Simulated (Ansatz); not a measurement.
The reference is CdSe in the zinc blende structure (space group F-43m, No. 216).

```
CdSe
1.0
    0.00000     3.04079     3.04079
    3.04079     0.00000     3.04079
    3.04079     3.04079     0.00000
Cd Se
1 1
Direct
  0.00000   0.00000   0.00000
  0.25000   0.25000   0.25000
```

Cartesian axes are those of the cell as printed.

The values are results of PBEsol (Ansatz, a program for electronic structure; PAW; 420 eV plane waves; scalar-relativistic without spin-orbit coupling), not measurements.

Before the change:

| Quantity | Value |
|---|---|
| Valence-band top at Γ | 0.00, 0.00, 0.00 eV |
| Gap character | direct at Γ |

Modification: compressive biaxial strain of 3.00 % in the plane normal to [001], as in epitaxy on a mismatched substrate; the out-of-plane cell vector and the atoms relax.

Q: How does this affect the valence-band top at Γ, energy relative to the base, ratio −ε⊥/ε∥ and gap character?

A: The valence-band top at Γ (three highest levels, from the VBM) becomes 0.00, 0.00, -0.27 eV (base: 0.00, 0.00, 0.00 eV); the energy increases by 7.3 meV/atom; the ratio −ε⊥/ε∥ is 1.41; the gap character is still direct at Γ.

Whether these cells are dynamically stable was not tested. Labels are those of the standard path for the cell's own space group.
